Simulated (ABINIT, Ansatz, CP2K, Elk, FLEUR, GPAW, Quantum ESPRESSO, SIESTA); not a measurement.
## Code comparison for SiC (F-43m, 2 atoms in the cell)

Self-consistent single point, at a second geometry (lattice scaled by 0.98). First geometry:

```
SiC
1.0
    0.00000     2.18000     2.18000
    2.18000     0.00000     2.18000
    2.18000     2.18000     0.00000
Si C
1 1
Direct
  0.00000   0.00000   0.00000
  0.25000   0.25000   0.25000
```

Shared settings, as Ansatz (an electronic-structure program) writes them: kpoints.mp_grid.grid = 10 10 10; scf.occupations.method = fermi_dirac; scf.occupations.width = 0.02 eV. Potentials and cutoffs stand in the table.

| code | model | ΔF from the first geometry (meV/atom) | pressure (GPa) | gap on the mesh (eV) | cutoff |
|---|---|---|---|---|---|
| GPAW | PBE, GPAW PAW datasets PBE (gpaw-data 1.0.1) | 45.2 | – | 1.292 | 900 eV |
| Elk | PBE, all-electron FP-LAPW, Elk's shipped species files, APW+lo basis with extra local orbitals | – | – | 1.302 | rgkmax 7.5 |
| Ansatz | PBE, default PAW files | 38.9 | 17.93 | 1.301 | default |
| Quantum ESPRESSO | PBE, PseudoDojo standard norm-conserving (PBE) pseudopotentials | 38.9 | 18.15 | 1.307 | 85 Ry |
| FLEUR | PBE, all-electron FLAPW (FLEUR), scalar-relativistic valence | 40.3 | – | 1.307 | Kmax 4.5 1/bohr |
| SIESTA | GGA PBE, numerical atomic orbitals DZP, PseudoDojo PBE standard norm-conserving potentials (rewritten from UPF to PSML) | 44.8 | 19.97 | 1.278 | grid 300 Ry |
| ABINIT | PBE, norm-conserving pseudopotentials (PseudoDojo nc-sr-05 PBE standard) | 38.9 | 18.11 | 1.307 | 1116 eV |
| CP2K | PBE, GPW, DZVP-MOLOPT-PBE-GTH basis, GTH-PBE potentials (POTENTIAL_UZH) | 35.7 | 17.25 | 1.516 | grid 400 Ry |

A dash marks a value that a program does not give, or that is left out as unsure.

Gaps are read on the mesh.

The spread over the programs that give each value: ΔF from the first geometry within 9.5 meV/atom; pressure within 2.72 GPa; gap on the mesh within 0.238 eV.

SIESTA and CP2K use small atom-centred bases, whose incompleteness enters pressures, forces and empty levels differently from a plane-wave cutoff. Elk and FLEUR treat all electrons, but the usual bases taken here (sphere radii, linearisation, local orbitals, empty states) were not tested for convergence, so the values are no reference for the others. Ansatz's pressure is given at a fixed set of plane waves, as the other plane-wave codes print theirs; with its correction for the finite basis it is 18.22 GPa (the shift of 0.30 GPa shows how far the cutoff is from converged). The pressure of GPAW is left out: its cutoff lies under the one at which its stress was checked. In the pressure, SIESTA (by 1.86) lies more than 1 GPa from the median of the plane-wave programs. In the gap, CP2K (by 0.212) lies more than 0.12 eV from the median of the plane-wave programs.

The starting cell has typed, rounded lattice constants, without a prior relaxation at this level. For this run, on top of that: lattice scaled by 0.98.

Keys are those of Ansatz 0.2.
